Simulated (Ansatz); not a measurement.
The reference is Mn$_{3}$SiN in the anti-perovskite structure (space group Pm-3m, No. 221; ferromagnetic; a hypothetical phase, not in the database extracts checked).

```
Mn3SiN
1.0
    3.67680     0.00000     0.00000
    0.00000     3.67680     0.00000
    0.00000     0.00000     3.67680
Mn Si N
3 1 1
Direct
  0.00000   0.50000   0.50000
  0.50000   0.00000   0.50000
  0.50000   0.50000   0.00000
  0.00000   0.00000   0.00000
  0.50000   0.50000   0.50000
```

Computed with DFT with PBEsol, PAW potentials and a 420 eV plane-wave cutoff in Ansatz (an electronic-structure program), no SOC.

One change was made to it. Results:

| quantity | base | after |
|---|---|---|
| lattice parameter a | 3.677 Å | 3.676 Å |
| largest site moment | 0.56 μB | 0.55 μB |
| magnetic state | ferromagnetic | ferromagnetic |

Q: Which change produced these results?
A) pressure −2 GPa
B) pressure 10 GPa
C) pressure 0.3 GPa
D) pressure 3 GPa
E) pressure 5 GPa

A: C, pressure 0.3 GPa. For comparison, the lattice parameter a in the other runs: pressure 3 GPa gives 3.664 Å; pressure 10 GPa gives 3.637 Å; pressure 5 GPa gives 3.656 Å; pressure −2 GPa gives 3.686 Å.

The magnetic state is the one reached from the starting moments; the real material's order can differ, and small cells can't hold many antiferromagnetic ones. Load acts through the strain it causes; cell and atoms are relaxed under it. Stability against distortions was not tested. No other phases were tried under pressure.
